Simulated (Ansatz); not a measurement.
Levels about the gap of amorphous Si₃₀N₄₄Hf₃ (77 atoms in a cell of 870 Å³, 3.81 g/cm³; zone centre alone, so wide bands show as single levels with stretches between that a denser mesh fills), at the geometry that PBE relaxed, where it gives 0.8 GPa on a denser mesh. Exact exchange is cut at the faces of this small cell, which leaves a finite-size error. The participation number counts the atoms over which a state spreads; weights are charges in smoothed Voronoi cells. The levels come from a single point, so bond lengths are those of that geometry. Method of the levels: HSE06, scalar-relativistic without spin-orbit coupling (Ansatz, a program for electronic structure). Sampling: the zone centre alone; Fermi-Dirac width 0.02 eV; no spin polarisation. At PBE the levels at the filled edge of the gap are localised (band-tail or defect states), and the nearest spread-out levels lie 2.9 eV apart at the zone centre.

Preparation: random packing, a CHGNet melt and quench, and a DFT relaxation. N atoms were pushed apart under 1.9 Å during the dynamics, to hinder bonds among them. The hot cell started wider than the set density and was brought back towards it in steps. It is the lowest in DFT energy of 2 quenches. It is a model cell: composition and starting density were chosen by hand, and all elements were melted together. No dispersion term was used. Its density started from a set value of 3.81 and ended at 3.81 g/cm³. Cooling (nominally 450 K/ps over its main leg) ran many orders faster than in experiment, which tends to leave more defects and strain. Values belong to this one cell and scatter from quench to quench. The volume was held where the preparation left it and the shape relaxed, at a PBE pressure of 0.8 GPa. Stress components on the final sampling reach 0.9 GPa.

```tsv
E - E(highest filled), eV	filling	participation number	largest on	weight N	weight Hf	weight Si
-0.80	filled	17.0	N, 3 neighbours	0.89	0.01	0.10
-0.74	filled	24.9	N, 3 neighbours	0.88	0.02	0.10
-0.65	filled	22.4	N, 3 neighbours	0.89	0.02	0.09
-0.57	filled	15.1	N, 3 neighbours	0.90	0.01	0.09
-0.36	filled	18.2	N, 3 neighbours	0.90	0.02	0.08
-0.24	filled	13.2	N, 3 neighbours	0.91	0.01	0.08
0.00	filled	8.7	N, 3 neighbours	0.90	0.03	0.08
3.88	empty	30.5	Hf, 5 neighbours	0.48	0.13	0.39
4.15	empty	11.0	Hf, 5 neighbours	0.38	0.40	0.22
4.36	empty	14.1	Hf, 6 neighbours	0.39	0.27	0.34
4.56	empty	14.1	Hf, 5 neighbours	0.40	0.31	0.28
4.71	empty	22.6	Hf, 5 neighbours	0.43	0.22	0.34
4.77	empty	9.9	Hf, 5 neighbours	0.35	0.48	0.17
4.84	empty	18.9	Hf, 6 neighbours	0.40	0.29	0.31
```

Most localised among these is the filled level at +0.00 eV, on a N atom, which has 3 neighbours (Si 1.73 Å, Si 1.75 Å, Hf 2.01 Å).
